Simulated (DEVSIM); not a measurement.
Model (solved in DEVSIM): 1D drift-diffusion, Boltzmann statistics, complete ionisation; no tunnelling, impact ionisation, image-force lowering or self-heating. Band offsets follow the typed affinities; no thermionic-emission limit at abrupt steps, no polarisation charge.

Device: isotype n-n heterojunction Al0.3Ga0.7As/GaAs, at 350 K.

```csv
layer (left to right),material,thickness (μm),Nd (cm⁻³),τn (s),τp (s)
1,Al0.3Ga0.7As,0.180,1.4e17,5.6e-8,5.6e-8
2,GaAs,0.140,4.4e15,5.6e-8,5.6e-8
```

Left contact: ohmic. Right contact: ohmic. Voltage is applied to the left contact. Recombination: SRH at mid-gap, Auger. Mobility is μmin + (μ − μmin)/(1 + (N/Nref)^α).

The device is made up for the run: typed textbook-type constants, with dimensions and the other settings drawn at random. Values at 300 K; Nc and Nv go as T^1.5, mobilities as T to minus their exponent, the gap by Varshni's rule with the affinity fixed.

```csv
parameter,Al0.3Ga0.7As,GaAs
gap (eV),1.7981,1.424
affinity (eV),3.833,4.07
permittivity,12.05,12.9
Nc (cm⁻³),6.96e17,4.7e17
Nv (cm⁻³),9e18,9e18
μn (cm²/Vs),3880,8500
μp (cm²/Vs),197,400
"μn,min",500,500
"μp,min",20,20
"Nref,n",6e16,6e16
"Nref,p",1.5e17,1.5e17
αn,0.39,0.39
αp,0.38,0.38
T exponent of μn,2.1,2.1
T exponent of μp,2.2,2.2
Cn (cm⁶/s),1e-30,1e-30
Cp (cm⁶/s),1e-30,1e-30
Varshni α (eV/K),0.000541,0.000541
Varshni β (K),204,204
```

One input was changed, with this effect: potential step across the device at zero bias 0.330 → 0.227 V.

### Question
Which change was it?
A) constant mobility in place of the doping-dependent one
B) minority lifetime in layer 1 5.6e-08 → 1.7e-08 s
C) doping Nd of layer 2 4.4e+15 → 1.3e+17 cm^-3
D) minority lifetime in layer 2 5.6e-08 → 1.7e-09 s
E) thickness of layer 1 0.18 → 0.9 μm
F) Auger recombination switched off

### Answer
C, doping Nd of layer 2 4.4e+15 → 1.3e+17 cm^-3
